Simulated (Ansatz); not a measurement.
Consider NaLiCdS2 (space group P3m1, No. 156; a = 4.093 Å, c = 6.916 Å; a cell from a computed database, its experimental status unchecked).

Levels (all Ansatz, an electronic-structure program, PAW): PBEsol (420 eV, without spin-orbit coupling); HSE06 (420 eV, scalar-relativistic without spin-orbit coupling).

The geometry is relaxed with PBEsol.

```
Item              Result
---------------  -------
PBEsol band gap  1.62 eV
```

### Question
Predict the band gap from HSE06.

### Answer
The band gap goes up by 1.18 eV, from 1.62 eV to 2.80 eV.

Single points use the geometry relaxed with PBEsol. Stability against distortions was not tested.
